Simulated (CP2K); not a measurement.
Input and output of a self-consistent single point for KPH₂SO₃ (P1, 8 atoms in the cell) (CP2K).

Method of the run: CP2K 2026.2 with LDA (Pade form), GPW, DZVP-MOLOPT-SR-GTH basis, GTH-PADE potentials (GTH_POTENTIALS).

```
CELL_PARAMETERS angstrom
      4.58215     0.00000     0.00000
      0.14798     4.57976     0.00000
     -1.35871    -1.31551     5.71203
ATOMIC_POSITIONS crystal
  K  0.83970 0.84401 0.60716
  H  0.21243 0.82193 0.18368
  H  0.82848 0.22295 0.19163
  P  0.35052 0.35195 0.10663
  S  0.37892 0.38431 0.80179
  O  0.10028 0.09320 0.10256
  O  0.27501 0.64422 0.27761
  O  0.64882 0.27160 0.27092
```

Reference input (self-consistent single point, DFT PBEsol, GPW, DZVP-MOLOPT-SR-GTH basis, GTH-PBE potentials (GTH_POTENTIALS)): CUTOFF = 500 Ry; REL_CUTOFF = 40 Ry; SMEAR/METHOD = FERMI_DIRAC; ELECTRONIC_TEMPERATURE = 232.09 K; KPOINTS/SCHEME = MONKHORST-PACK 4 4 3; GAMMA_CENTERED = T; XC_FUNCTIONAL = PBE:PBESOL; K/BASIS_SET = DZVP-MOLOPT-SR-GTH; K/POTENTIAL = GTH-PBE-q9; H/BASIS_SET = DZVP-MOLOPT-SR-GTH; H/POTENTIAL = GTH-PBE-q1; P/BASIS_SET = DZVP-MOLOPT-SR-GTH. This run's input differs from it in these lines:

```diff
@@ -44,6 +44,3 @@
     &XC
-      &XC_FUNCTIONAL
-        &PBE
-          PARAMETRIZATION PBESOL
-        &END PBE
+      &XC_FUNCTIONAL PADE
       &END XC_FUNCTIONAL
@@ -84,3 +81,3 @@
       BASIS_SET DZVP-MOLOPT-SR-GTH
-      POTENTIAL GTH-PBE-q9
+      POTENTIAL GTH-PADE-q9
     &END KIND
@@ -88,3 +85,3 @@
       BASIS_SET DZVP-MOLOPT-SR-GTH
-      POTENTIAL GTH-PBE-q1
+      POTENTIAL GTH-PADE-q1
     &END KIND
@@ -92,3 +89,3 @@
       BASIS_SET DZVP-MOLOPT-SR-GTH
-      POTENTIAL GTH-PBE-q5
+      POTENTIAL GTH-PADE-q5
     &END KIND
@@ -96,3 +93,3 @@
       BASIS_SET DZVP-MOLOPT-SR-GTH
-      POTENTIAL GTH-PBE-q6
+      POTENTIAL GTH-PADE-q6
     &END KIND
@@ -100,3 +97,3 @@
       BASIS_SET DZVP-MOLOPT-SR-GTH
-      POTENTIAL GTH-PBE-q6
+      POTENTIAL GTH-PADE-q6
     &END KIND
```

Output, abridged:

```
 SCF WAVEFUNCTION OPTIMIZATION

  Step     Update method      Time    Convergence         Total energy    Change
     1 NoMix/Diag. 0.40E+00      -     2.02048292       -94.5145740485 -9.45E+01
     2 Broy./Diag. 0.40E+00      -     0.21548735       -91.4173216898  3.10E+00
     3 Broy./Diag. 0.40E+00      -     0.05153959       -94.3615716050 -2.94E+00
     4 Broy./Diag. 0.40E+00      -     0.02565563       -94.5755990836 -2.14E-01
     5 Broy./Diag. 0.40E+00      -     0.00362792       -94.5183855499  5.72E-02
     6 Broy./Diag. 0.40E+00      -     0.00291345       -94.5282421629 -9.86E-03
   [... 5 lines left out ...]
    12 Broy./Diag. 0.40E+00      -     0.00001072       -94.5337290735  7.82E-05
    13 Broy./Diag. 0.40E+00      -     0.00000488       -94.5337077339  2.13E-05
    14 Broy./Diag. 0.40E+00      -     0.00000208       -94.5337153197 -7.59E-06
    15 Broy./Diag. 0.40E+00      -     0.00000060       -94.5337050276  1.03E-05
  *** SCF run converged in    15 steps ***

  Overlap energy of the core charge distribution:               0.00000005891039
  Self energy of the core charge distribution:               -223.56138470394879
  Core Hamiltonian energy:                                     58.84225088245949
  Hartree energy:                                              89.53957442817348
  Exchange-correlation energy:                                -19.35414569323900
  Electronic entropic energy:                                  -0.00000000000000
  Fermi energy:                                                 0.15015745759320

  Total energy:                                               -94.53370502764443
  Total energy (extrapolated to T->0):                        -94.53370502764443

                     Mulliken Population Analysis

   [... lines left out ...]

 STRESS| Analytical stress tensor [bar]
 STRESS|                        x                   y                   z
 STRESS|      x       -4.08306216589E+04  -4.03331447488E+04  -1.28309374062E+04
 STRESS|      y       -4.03331447488E+04  -5.43657129201E+04  -3.31852455104E+03
 STRESS|      z       -1.28309374062E+04  -3.31852455104E+03  -1.21439025537E+04
 STRESS| 1/3 Trace                                            -3.57800790442E+04
```

The run converged in 15 iterations. Against the reference run the pressure goes from -0.35 to -3.58 GPa, the largest force goes from 4.291 to 4.416 eV/Å and the gap on the mesh goes from 4.529 to 4.331 eV.

The starting cell comes from a database of computed structures (which also holds hypothetical and non-ambient phases and stackings), without a prior relaxation at this level. Its atoms were displaced at random from the sites of space group no. 8. Values carry the incompleteness of an atom-centred basis. With a pressure of about -4 GPa the cell is away from its equilibrium volume at this level. Forces in this geometry exceed 1 eV/Å.

Cost on one core of a shared machine: roughly 40 s.
